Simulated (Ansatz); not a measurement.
Base system: Sc in the hcp (Mg type) structure (space group P6_3/mmc, No. 194; a = 3.318 Å, c = 5.186 Å; relaxed with 0.1 eV smearing). Axes: x lies along a and z along c of the hexagonal cell.

Calculations: PBE (Ansatz, a first-principles code), no spin-orbit coupling.

For the base:

- Shortest interatomic distance: 3.224 Å
- Band gap: zero

Now apply this change: the cell is compressed by 2.00 % along z with no lateral relaxation; the atoms relax in the strained cell.

Problem. What happens to the energy relative to the base, stress, shortest interatomic distance and band gap?

Solution. The energy grows by 3.1 meV/atom; the stress (xx, yy, zz, yz, xz, xy; compression positive) is (0.6, 0.6, 2.1, 0.0, 0.0, 0.0) GPa; the shortest interatomic distance decreases by 0.042 Å (3.224 Å → 3.182 Å); the band gap stays zero.

No phonon test of stability was made. The final runs are not spin-polarised.
